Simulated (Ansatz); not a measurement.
Take GaN in the wurtzite structure (space group P6_3mc, No. 186; a = 3.1833 Å, c = 5.1839 Å) as the base. Axes: x lies along a and z along c of the hexagonal cell.

Structures relaxed with DFT with r2SCAN, PAW potentials and a 500 eV plane-wave cutoff in Ansatz (a first-principles code), no SOC, earlier PAW set.

Base:

Simulated powder pattern, Co Kα, λ = 1.79026 Å (kinematic, ideal powder, no thermal factors, no anomalous dispersion; the 14 strongest lines at most, above 2 %, up to 2θ = 90°):

```csv
2θ (°),I/Imax (%),hkl
37.89,44,(100)
40.41,36,(002)
43.15,100,(101)
56.59,20,(102)
68.44,29,(110)
75.38,31,(103)
80.99,4.5,(200)
82.59,27,(112)
84.44,16,(201)
87.37,2.9,(004)
```

It is then changed as follows: tensor shear ε_yz = −2.06 % (engineering shear γ = -0.0412); the atoms relax in the strained cell.

Predict the new powder pattern.


Simulated powder pattern, Co Kα, λ = 1.79026 Å (kinematic, ideal powder, no thermal factors, no anomalous dispersion; the 14 strongest lines at most, above 2 %, up to 2θ = 90°):

| 2θ (°) | I/Imax (%) | hkl |
|---|---|---|
| 37.90 | 81 | (100) |
| 37.92 | 40 | (010) |
| 40.43 | 100 | (002) |
| 42.40 | 48 | (0 1 -1) |
| 42.78 | 95 | (1 0 -1) |
| 43.55 | 91 | (101) |
| 43.95 | 45 | (011) |
| 68.44 | 27 | (2 -1 0) |
| 68.48 | 54 | (110) |
| 74.60 | 29 | (1 0 -3) |
| 76.24 | 28 | (103) |
| 81.04 | 31 | (1 1 -2) |
| 82.61 | 25 | (2 -1 2) |
| 84.25 | 24 | (112) |

The indices refer to the base's conventional cell; one index is shown for lines that coincide. The space group is now Cm (No. 8).

Stability against distortions was not tested.
